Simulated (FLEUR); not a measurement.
A self-consistent single point of TlCrTe2 (P-3m1, 4 atoms in the cell) with FLEUR.

Method of the run: PBEsol, all-electron FLAPW (FLEUR), scalar-relativistic valence.

```yaml
crystal:
  lattice:
    - [4.10983, 0.00000, 0.00000]
    - [-2.05491, 3.55922, 0.00000]
    - [0.00000, 0.00000, 7.94888]
  atoms:
    - { symbol: Cr, position: [0.00000, 0.00000, 0.50000], spin: 3.0 }
    - { symbol: Tl, position: [0.00000, 0.00000, 0.00000] }
    - { symbol: Te, position: [0.66667, 0.33333, 0.68330] }
    - { symbol: Te, position: [0.33333, 0.66667, 0.31670] }
```
(The spins are starting values, not results.)

Reference input (self-consistent single point, DFT, LDA (Vosko-Wilk-Nusair), all-electron FLAPW (FLEUR), scalar-relativistic valence): Kmax = 4.1 1/bohr; GmaxXC = 16.4 1/bohr; xcFunctional = vwn; jspins = 2; l_soc = F; mode = gauss; fermiSmearingEnergy = 0.00499791 Htr; mesh (inpgen div1-3) = 5 5 3; inpgen gamma flag = false; Gmax = 16.4 1/bohr; numbands = 0; maxIterBroyd = 15. This run's input differs from it in these lines:

```diff
@@ -16,3 +16,3 @@
 &comp jspins=2 /
-&exco xctyp='vwn' /
+&exco xctyp='PBEs' /
 &kpt div1=5 div2=5 div3=3 /
@@ -29,3 +29,3 @@
       <coreElectrons ctail="T" frcor="F" kcrel="0" coretail_lmax="0"/>
-      <xcFunctional name="vwn" relativisticCorrections="F"/>
+      <xcFunctional name="PBEs" relativisticCorrections="F"/>
       <magnetism jspins="2"/>
```

Log, with long lists cut:

```
 Iteration:     1   Distance:      14.37297540 me/bohr^3
 Iteration:     2   Distance:      10.23445094 me/bohr^3
 Iteration:     3   Distance:       6.05632324 me/bohr^3
 Iteration:     4   Distance:       4.85051870 me/bohr^3
 Iteration:     5   Distance:       3.51376478 me/bohr^3
   [... 16 lines left out ...]
 Iteration:    22   Distance:       0.00018010 me/bohr^3
 Iteration:    23   Distance:       0.00004871 me/bohr^3
 Iteration:    24   Distance:       0.00002435 me/bohr^3
 Iteration:    25   Distance:       0.00000970 me/bohr^3
 Reset of history
 Run finished successfully
 Stop message:
   Structural relaxation: new displacements generated

[file out, last iteration]
             iter=     26
[...]
          total density-effective poten   -6.0322351432E+04
          total charge density-energy d   -7.7073538571E+02
 Updated energy parameters for spin:           1
 Updated energy parameters for spin:           2
[...]
 fermi energy and band-weighting factors:

[...]
FERMIE:
          first approx. to ef    (T=0)  :   0.245836 htr   (energy of the highest occ. eigenvalue)
          number of occ. states  (T=0)  :        707
          first approx. to seigv (T=0)  : -34.443088 htr
          sum of weights of occ. states :  59.026667
          sum of semicore charge        :   0.000000 e
          fermi energy=   0.24684 har   work function=  -6.71680 ev
   [... lines left out ...]
          total moment                 =     3.05494
 Direct bandgap for spin            1 :    1.4813460456506805E-002  Htr
 Direct bandgap for spin            2 :    1.6024072567076109E-002  Htr
 ---->    free energy=                    -34921.3446022259 htr
   [... lines left out ...]
 TOTAL FORCE FOR ATOM TYPE=  1  X=  0.000   Y=  0.000   Z=  7.511
                       FX_TOT= 0.000000 FY_TOT= 0.000000 FZ_TOT= 0.000000
 TOTAL FORCE FOR ATOM TYPE=  2  X=  0.000   Y=  0.000   Z=  0.000
                       FX_TOT= 0.000000 FY_TOT= 0.000000 FZ_TOT= 0.000000
 TOTAL FORCE FOR ATOM TYPE=  3  X= -3.883   Y=  2.242   Z= -4.757
                       FX_TOT= 0.000000 FY_TOT= 0.000000 FZ_TOT=-0.004688
```

The run converged in 25 iterations. FLEUR gives forces in its relaxation mode, with a further iteration, so its stop message speaks of a relaxation. Against the reference run the largest force goes from 0.346 to 0.241 eV/Å and the size of the net moment stays at 0.76 μB/atom.

The starting cell comes from a database of computed structures (which also holds hypothetical and non-ambient phases and stackings), without a prior relaxation at this level. Spin-orbit coupling is off. With one magnetic atom in the cell only a parallel order is possible. Values depend on the basis (sphere radii, cutoffs, local orbitals), which need not be converged. The log's line on a gap gives a spacing of levels on this mesh, which the program prints for metals too.

Cost on one core of a shared machine: roughly 4 min.
